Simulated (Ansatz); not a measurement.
The starting structures come from a database of crystals and need not be the phases stable at ambient conditions.

 Where the default PAW files enter, the runs use the earlier of Ansatz's two default sets.

Inside the gap of an insulator the Bloch states are evanescent, with a wavenumber k + iκ along the transport direction.

Consider the following.

```yaml
crystal:
  lattice:
    - [4.53792, 0.00000, 0.00000]
    - [0.00000, 4.53792, 0.00000]
    - [0.00000, 0.00000, 8.72329]
  atoms:
    - { symbol: Li, position: [0.00000, 0.00000, 0.33792] }
    - { symbol: Li, position: [0.00000, 0.00000, 0.66208] }
    - { symbol: Li, position: [0.50000, 0.50000, 0.83792] }
    - { symbol: Li, position: [0.50000, 0.50000, 0.16208] }
    - { symbol: Ge, position: [0.00000, 0.00000, 0.00000] }
    - { symbol: Ge, position: [0.50000, 0.50000, 0.50000] }
    - { symbol: F, position: [0.78236, 0.21764, 0.50000] }
    - { symbol: F, position: [0.21764, 0.78236, 0.50000] }
    - { symbol: F, position: [0.28236, 0.28236, 0.00000] }
    - { symbol: F, position: [0.71764, 0.71764, 0.00000] }
    - { symbol: F, position: [0.30827, 0.30827, 0.65199] }
    - { symbol: F, position: [0.69173, 0.69173, 0.34801] }
    - { symbol: F, position: [0.19173, 0.80827, 0.15199] }
    - { symbol: F, position: [0.80827, 0.19173, 0.84801] }
    - { symbol: F, position: [0.69173, 0.69173, 0.65199] }
    - { symbol: F, position: [0.30827, 0.30827, 0.34801] }
    - { symbol: F, position: [0.80827, 0.19173, 0.15199] }
    - { symbol: F, position: [0.19173, 0.80827, 0.84801] }
```

Space group of this cell: P4_2/mnm. The cell is taken as given.

Transport runs along the normal of the first two printed cell vectors, the (001) plane of the conventional cell.

No gap correction and no spin-orbit coupling; mid-gap values are interpolated between computed energies.

Task: Predict the band gap and the smallest decay constant κ at mid-gap from Ansatz (a quantum-chemistry and plane-wave program) with r2SCAN.

Result: Gap 7.16 eV on a 8×8×4 mesh; κ = 0.597 1/Å, at the zone centre.
